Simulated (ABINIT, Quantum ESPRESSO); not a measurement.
A Quantum ESPRESSO input for a self-consistent single point of FeCo (Pm-3m, 2 atoms in the cell) (DFT, PBE, plane waves, PSlibrary ultrasoft (PBE) pseudopotentials):

```fortran
&CONTROL
 calculation = 'scf'
 outdir = './work'
 pseudo_dir = './'
 tprnfor = .true.
 tstress = .true.
/
&SYSTEM
 ibrav = 1
 celldm(1) = 5.36498916
 nat = 2
 ntyp = 2
 ecutwfc = 55
 ecutrho = 330
 occupations = 'smearing'
 smearing = 'gauss'
 degauss = 0.0147
 nspin = 2
 starting_magnetization(1) = 0.500
 starting_magnetization(2) = 0.333
/
&ELECTRONS
 conv_thr = 1.0d-9
 mixing_beta = 0.4
/
ATOMIC_SPECIES
Fe    55.8450  Fe.pbe-n-rrkjus_psl.1.0.0.UPF
Co    58.9332  Co.pbe-n-rrkjus_psl.1.0.0.UPF
ATOMIC_POSITIONS {crystal}
Fe    0.00000000    0.00000000    0.00000000
Co    0.50000000    0.50000000    0.50000000
K_POINTS {automatic}
15 15 15  0 0 0
```

### Question
Write the same calculation as an input for ABINIT.

### Answer
This is the input that was run; spellings and numerical settings could be chosen otherwise.

```
# FeCo, JTH v2.0 PBE PAW
pp_dirpath "./"
pseudos "Fe.GGA_PBE-JTH.xml, Co.GGA_PBE-JTH.xml"
acell 2.8390300000 2.8390300000 2.8390300000 Angstrom
rprim
         1.0000000000    0.0000000000    0.0000000000
         0.0000000000    1.0000000000    0.0000000000
         0.0000000000    0.0000000000    1.0000000000
natom 2
ntypat 2
znucl 26 27
typat 1 2
xcart
         0.0000000000    0.0000000000    0.0000000000
         1.4195150000    1.4195150000    1.4195150000
      Angstrom
ecut 30
pawecutdg 60
nsppol 2
spinat
      0 0 4
      0 0 3
occopt 7
tsmear 0.00734986
nband 27
kptopt 1
ngkpt 15 15 15
nshiftk 1
shiftk 0 0 0
nstep 50
tolvrs 1.0e-12
prtwf 0
prtden 0
enunit 1
```

Basis settings and potentials, where a program has them, do not carry over. This input uses DFT, PBE, plane waves, PAW (JTH v2.0 PBE PAW).

The starting cell comes from a database of computed structures (which also holds hypothetical and non-ambient phases and stackings), without a prior relaxation at this level.
